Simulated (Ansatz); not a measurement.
K2S under a change: biaxial strain −2.50 %, plane normal [001], relaxed out of plane

Base system: K$_{2}$S in the anti-fluorite structure (space group Fm-3m, No. 225; a = 7.336 Å). Axes: x, y, z lie along the cube axes.

Perturbation: compressive biaxial strain of 2.50 % in the plane normal to [001], as in epitaxy on a mismatched substrate; the out-of-plane cell vector and the atoms relax.

The values are results of Kohn–Sham DFT with the PBEsol functional, run in Ansatz (an electronic-structure program) with PAW and 420 eV plane waves, no SOC, not measurements. Γ-centred 8×8×8 mesh, Fermi–Dirac width 0.05 eV.

- Volume per atom = 31.82 Å³ (base 32.90 Å³)
- Space group = I4/mmm (No. 139) (base Fm-3m (No. 225))
- Shortest interatomic distance = 314.3 pm (base 317.7 pm)
- Energy relative to the base (free energy F) = +5.3 meV/atom
- Pressure (mean of the normal stresses, compression positive) = 0.70 GPa (base 0.01 GPa)
- Band gap = 2.39 eV (base 2.35 eV)
- Gap character = indirect, M → Γ
- Smallest direct gap = 2.67 eV (base 2.58 eV)
- Electron mass = 0.35 mₑ (at Γ) (base 0.35 mₑ (at Γ))
- Valley order (the lowest conduction-band minima on the path, energy above the VBM, named in the base's zone) = Γ 2.39 eV; X along [001] 3.33 eV; X along [100] 3.42 eV (base Γ 2.35 eV; X along ⟨100⟩ 3.42 eV)
- Out-of-plane strain = +1.75 %
- Ratio −ε⊥/ε∥ = 0.70
- Mean in-plane stress (compression positive) = +1.1 GPa

Final structure (turned so that z lies along the plane normal):

```
CELL_PARAMETERS angstrom
      5.05764     0.00000     0.00000
      0.00000     5.05764     0.00000
      2.52882    -2.52882     3.73227
ATOMIC_POSITIONS crystal
  K  0.75000 0.75000 0.50000
  K  0.25000 0.25000 0.50000
  S  0.00000 0.00000 0.00000
```

Masses are band curvatures over ±0.01 Å⁻¹ around the edge. Whether these cells are dynamically stable was not tested. Labels are those of the standard path for the cell's own space group.
